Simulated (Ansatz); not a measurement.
Reference: InP (F-43m), PBEsol with spin-orbit coupling, rigid bands (plane waves, PAW; Ansatz, a quantum-chemistry and plane-wave program); geometry: cell and atoms relaxed with PBEsol.

```xyz
2
Lattice="0.0000 2.9394 2.9394 2.9394 0.0000 2.9394 2.9394 2.9394 0.0000" Properties=species:S:1:pos:R:3 pbc="T T T"
In     0.0000     0.0000     0.0000
P      1.4697     1.4697     1.4697
```

The band gap is 0.54 eV and the electron conductivity mass is 0.056 mₑ. The hole conductivity mass comes out as 0.56 mₑ. The Seebeck coefficient, n-type 1e19 cm⁻³ comes out as -44 μV/K.

Q: Swap In for Ga, keeping the structure type. How do these values move?

A: GaP (F-43m): volume per atom 25.4 to 20.1 Å³; band gap rises (0.54 eV to 1.43 eV); electron conductivity mass rises (0.056 mₑ to 0.35 mₑ); hole conductivity mass falls (0.56 mₑ to 0.48 mₑ); Seebeck coefficient, n-type 1e19 cm⁻³ rises in size (-44 μV/K to -332 μV/K).

Q: Replace In by Al on the same sites and relax. What happens?

A: AlP (F-43m): volume per atom 25.4 to 20.5 Å³; band gap rises (0.54 eV to 1.43 eV); electron conductivity mass rises (0.056 mₑ to 0.33 mₑ); hole conductivity mass rises (0.56 mₑ to 0.68 mₑ); Seebeck coefficient, n-type 1e19 cm⁻³ rises in size (-44 μV/K to -262 μV/K).

Q: Swap In for B, keeping the structure type. How do these values move?

A: BP (F-43m): volume per atom 25.4 to 11.5 Å³; band gap rises (0.54 eV to 1.10 eV); electron conductivity mass rises (0.056 mₑ to 0.33 mₑ); hole conductivity mass falls (0.56 mₑ to 0.42 mₑ); Seebeck coefficient, n-type 1e19 cm⁻³ rises in size (-44 μV/K to -336 μV/K).

Moves up to 5 % count as about the same. Masses are for dilute carriers at 300 K, harmonic means over directions unless an axis is named. Seebeck coefficients are for the stated density at 300 K, with one relaxation time for all states and whether or not that doping can be reached.
